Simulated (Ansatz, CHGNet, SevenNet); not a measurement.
How well does each level of theory give the elastic constant C11 of rock-salt ZrN?

Reference value: 471 GPa (measured, temperature not stated, no zero-point or thermal correction; as tabulated in Wu et al. (2005), arXiv:cond-mat/0412374).

```
level (code)         value (GPa)  cell (Å³/atom)  difference (%)
-------------------  -----------  --------------  --------------
CHGNet 0.3.0                 236           12.28             -50
SevenNet-0                   461           12.29            -2.1
SevenNet-l3i5                466           12.28            -1.1
LDA (Ansatz)                 619           11.58             +31
PBE (Ansatz)                 528           12.13           +12.1
PBEsol (Ansatz)              583           11.79             +24
PBE-D3(BJ) (Ansatz)          575           11.84             +22
HSE06 (Ansatz)               586           11.86             +24
```

The reference's temperature isn't stated, so close values are not ranked against it. Off by more than 25 %, or 35 % on the side where a correction would as a rule narrow the miss (bounds picked here): CHGNet 0.3.0 (-50 %).

The measured value isn't corrected to a static lattice, so vibrations enter the comparison. A static lattice is as a rule stiffer than a warm one, by over a tenth in soft solids.  PBE-D3(BJ): the dispersion coefficients are held fixed in the derivatives. HSE06: hybrids on metals are sensitive to the k mesh. HSE06: the run warned that the count of filled bands differs between k points. Each level is taken at its own relaxed cell. K meshes differ between the levels. Ansatz's density-functional and Hartree–Fock values are scalar-relativistic unless marked +SOC, with PAW data made under PBE.

Machine-learned potentials (CHGNet 0.3.0, SevenNet-0, SevenNet-l3i5) are trained on DFT data: a solid inside that data is no test of them.

Differences are worked out from the printed values.

Ansatz is a quantum-chemistry and plane-wave program.
